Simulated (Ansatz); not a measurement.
# Effect of isotropic strain +0.50 % on MoSi2

Consider MoSi$_{2}$ (space group I4/mmm, No. 139; a = 3.2168 Å, c = 7.8746 Å; relaxed with 0.1 eV smearing).

It is then changed as follows: every lattice vector is stretched by 0.50 %, atoms relaxed at fixed cell.

Calculations: PBE/PAW in Ansatz (a program for electronic structure), no spin-orbit coupling. Γ-centred 25×25×25 mesh, Fermi–Dirac width 0.1 eV.

The volume per atom grows by 0.205 Å³ to 13.79 Å³ and the space group remains I4/mmm (No. 139). The energy increases by 1.9 meV/atom and the band gap remains zero.

Cost of the whole job for the changed cell (relaxation, final SCF and bands): around 2.5 core-minutes (rough).

No phonon test of stability was made. All final runs are without spin polarisation.
